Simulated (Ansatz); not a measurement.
Consider WC (space group P-6m2, No. 187; a = 2.899 Å, c = 2.827 Å; relaxed with 0.1 eV smearing). Axes: x lies along a and z along c of the hexagonal cell.

The values are results of plane-wave PAW DFT at the PBEsol level (Ansatz, a quantum-chemistry and plane-wave program, 420 eV), no SOC, not measurements.

Base values:

```
Property                        Result
-----------------------------  -------
Shortest interatomic distance  2.191 Å
Pressure                       0.0 GPa
Band gap                          zero
```

The change: the cell is compressed by 1.00 % along x with no lateral relaxation; the atoms relax in the strained cell.

Q: What does the calculation give for the energy relative to the base after the change?

A: The energy grows by 2.4 meV/atom.

Q: Estimate the effect on the shortest interatomic distance.

A: The shortest interatomic distance falls by 0.008 Å to 2.183 Å.

Q: Predict the new pressure.

A: The pressure (mean of the normal stresses, compression positive) goes from zero to 4.0 GPa.

Q: What does the calculation give for the band gap after the change?

A: The band gap remains zero.

No phonon test of stability was made. The final runs are not spin-polarised.
